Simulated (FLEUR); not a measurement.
Input and output of a self-consistent single point for TlBi₂ (P6/mmm, 3 atoms in the cell) (FLEUR).

Level of theory: PBEsol, all-electron FLAPW (FLEUR), scalar-relativistic valence.

```
CELL_PARAMETERS angstrom
      5.70866     0.00000     0.00000
     -2.85433     4.94384     0.00000
      0.00000     0.00000     3.39376
ATOMIC_POSITIONS crystal
  Tl 0.00000 0.00000 0.00000
  Bi 0.66667 0.33333 0.50000
  Bi 0.33333 0.66667 0.50000
```

Reference input (self-consistent single point, DFT, LDA (Vosko-Wilk-Nusair), all-electron FLAPW (FLEUR), scalar-relativistic valence): Kmax = 3.8 1/bohr; GmaxXC = 13.3 1/bohr; xcFunctional = vwn; jspins = 1; l_soc = F; mode = gauss; fermiSmearingEnergy = 0.00499791 Htr; mesh (inpgen div1-3) = 6 6 8; inpgen gamma flag = true; Gmax = 13.3 1/bohr; numbands = 0; maxIterBroyd = 15. This run's input differs from it in these lines:

```diff
@@ -15,3 +15,3 @@
 &comp jspins=1 /
-&exco xctyp='vwn' /
+&exco xctyp='PBEs' /
 &kpt div1=6 div2=6 div3=8 gamma=t /
@@ -28,3 +28,3 @@
       <coreElectrons ctail="T" frcor="F" kcrel="0" coretail_lmax="0"/>
-      <xcFunctional name="vwn" relativisticCorrections="F"/>
+      <xcFunctional name="PBEs" relativisticCorrections="F"/>
       <magnetism jspins="1"/>
```

Log, with long lists cut:

```
 Iteration:     1   Distance:       5.71215353 me/bohr^3
 Iteration:     2   Distance:       5.34922458 me/bohr^3
 Iteration:     3   Distance:       1.23923198 me/bohr^3
 Iteration:     4   Distance:       0.32661778 me/bohr^3
 Iteration:     5   Distance:       0.26202375 me/bohr^3
   [... 6 lines left out ...]
 Iteration:    12   Distance:       0.00016204 me/bohr^3
 Iteration:    13   Distance:       0.00003298 me/bohr^3
 Iteration:    14   Distance:       0.00003142 me/bohr^3
 Iteration:    15   Distance:       0.00000351 me/bohr^3
 Run finished successfully
 Stop message:
   Structural relaxation: Done

[file out, last iteration]
             iter=     16
[...]
          total density-effective poten   -1.1323817963E+05
          total charge density-energy d   -1.1623678866E+03
 Updated energy parameters for spin:           1
[...]
 fermi energy and band-weighting factors:
    0.684837

[...]
FERMIE:
          first approx. to ef    (T=0)  :   0.282215 htr   (energy of the highest occ. eigenvalue)
          number of occ. states  (T=0)  :        759
          first approx. to seigv (T=0)  : -11.552509 htr
          sum of weights of occ. states :  21.520833
          sum of semicore charge        :   0.000000 e
          fermi energy=   0.28175 har   work function=  -7.66672 ev
          number of valence electrons=  43.00000
   [... lines left out ...]
          total moment                 =     0.00000
 Direct bandgap for spin            1 :    2.0277433916659426E-002  Htr
 ---->    free energy=                    -63435.1073453136 htr
   [... lines left out ...]
      extrapolation for T->0
 ---->    total electron energy=          -63435.1073453136 htr
 ***** TOTAL FORCES ON ATOMS *****
 TOTAL FORCE FOR ATOM TYPE=  1  X=  0.000   Y=  0.000   Z=  0.000
                       FX_TOT= 0.000000 FY_TOT= 0.000000 FZ_TOT= 0.000000
 TOTAL FORCE FOR ATOM TYPE=  2  X= -5.394   Y=  3.114   Z=  3.207
                       FX_TOT= 0.000000 FY_TOT= 0.000000 FZ_TOT= 0.000000
 Structural relaxation: Done
```

The run converged in 15 iterations. FLEUR gives forces in its relaxation mode, with a further iteration, so its stop message speaks of a relaxation. 

The starting cell comes from a database of computed structures (which also holds hypothetical and non-ambient phases and stackings), without a prior relaxation at this level. Spin-orbit coupling is off. Values depend on the basis (sphere radii, cutoffs, local orbitals), which need not be converged. The log's line on a gap gives a spacing of levels on this mesh, which the program prints for metals too.

Cost on one core of a shared machine: roughly 3 min.
